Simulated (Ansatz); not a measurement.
Cost and result by functional for the adsorption energy of SiH2 on the (100) surface of germanium (p(2x2) alternately buckled dimers; a constructed slab, bottom: dihydride, held), one in a cell of 66 Å², started at the site 'hollow Ge-Ge-Ge-Ge over Ge at depth 3.2 Å', in Ansatz (plane waves, PAW). Single points on the PBE structure, on one kind of machine; costs are rough ratios of the slab run's core time (references not counted) to the cheapest single point. r2SCAN's cost holds its higher cutoff (500 against 420 eV). Differences are taken against r2SCAN for comparison alone: no measured value is at hand, so the table doesn't rank accuracy.

Model: 43-atom slab, 11.3 Å thick at the start with caps and adatoms under the adsorbate (thin: gaps and levels are the slab's own), 3x3x1 mesh, Fermi-Dirac 0.01 eV, dipole correction, 24 atoms held, the rest relaxed; no symmetry held; no spin, no spin-orbit, no U, no dispersion correction. At the end it is bonded to 2 Ge. In PBE it is, or lies within 0.03 eV of, the lowest of the starts that converged. These notes are the PBE run's. Adsorption energies are against SiH4(g) − H2(g). A negative adsorption energy means that the adsorbate is more stable on the surface than in its reference.

```csv
functional,relative cost,adsorption energy (eV),less r2SCAN (eV)
RPBE,1,0.06,0.25
r2SCAN,2,-0.19,0.00
PBE (the relaxed run's value),–,-0.09,0.11
```

The values span 0.25 eV, while the single points' costs differ by a factor of roughly 2. Differences are of unrounded values.

Ansatz is a first-principles code.
